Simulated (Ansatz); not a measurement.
System: C11b MoSi2. Method: BLYP (Ansatz, a first-principles code, plane waves, PAW).

Numerical settings: plane-wave cutoff 520 eV, 28×28×28 k mesh, Fermi–Dirac smearing 0.033 eV (set by the program), no spin polarisation, scalar-relativistic PAW data made under PBE.

Computed at the level's own relaxed cell.

What does this level give for the elastic constant C11, elastic constant C13, Young modulus, Poisson ratio, elastic constant C12, elastic constant C33, elastic constant C44 and elastic constant C66?


- elastic constant C11: 341 GPa
- elastic constant C13: 69.4 GPa
- Young modulus: 351 GPa
- Poisson ratio: 0.154
- elastic constant C12: 78.8 GPa
- elastic constant C33: 408 GPa
- elastic constant C44: 160 GPa
- elastic constant C66: 152 GPa

Measured, for comparison: elastic constant C11 417 GPa, elastic constant C13 83.8 GPa, elastic constant C12 104 GPa, elastic constant C33 514 GPa, elastic constant C44 204 GPa, elastic constant C66 194 GPa (temperature not stated, no zero-point or thermal correction; as tabulated in Friák et al. (2018), doi:10.3390/nano8121057). Computed (rounded) less measured: elastic constant C11 -18 %, elastic constant C13 -17 %, elastic constant C12 -24 %, elastic constant C33 -21 %, elastic constant C44 -22 %, elastic constant C66 -22 %.

Elastic constants are with the ions relaxed.

Computed values are for the static lattice.
